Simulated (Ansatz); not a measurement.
# By hand: energy of configuration A over configuration B

This concerns the energy of configuration A over configuration B. The value is E(A) − E(B).

A: a slab of Rh (fcc, Fm-3m) cut along (111), 18 atoms, hexagonal cell of 4.65 Å (18.7 Å²), symmetry P1, 9.6 Å thick under 16 Å of vacuum, in-plane vectors held at the crystal's; planes from bottom to top: Rh3 × 4 | H | H3O2, its two faces unlike (dipole correction applied); added, foreign or displaced atoms, above the top plane: H2O bound through O to 1 Rh at 2.47 Å; H2O bound through H to 1 Rh at 2.11 Å; spin state with PBE: run without spin.

B: a slab of Rh (fcc, Fm-3m) cut along (111), 18 atoms, hexagonal cell of 4.65 Å (18.7 Å²), symmetry P1, 10.7 Å thick under 16 Å of vacuum, in-plane vectors held at the crystal's; planes from bottom to top: Rh3 × 4 | H3O2 | H, its two faces unlike (dipole correction applied); added, foreign or displaced atoms, above the top plane: H2O bound through O to 1 Rh at 2.49 Å; H2O with no bond to the solid, its nearest contact O···Rh 3.28 Å; spin state with PBE: run without spin.

Method: Ansatz (a quantum-chemistry and plane-wave program), PAW, neutral cells at 0 K with nuclei at rest, on structures from PBE+D3(BJ). Ansatz runs with its PAW set soft_1. No Hubbard U is applied.

Total energies of the cells in eV, at zero smearing width. They compare only within one column; the weights balance every element.

```csv
cell,atoms,weight,PBE+D3(BJ)
A: Rh(111) slab with 2 H2O,18,+1,-78036.07665
B: Rh(111) slab with 2 H2O,18,−1,-78035.99046
```

PBE+D3(BJ): (-78036.07665) − (-78035.99046) = -0.086 eV.
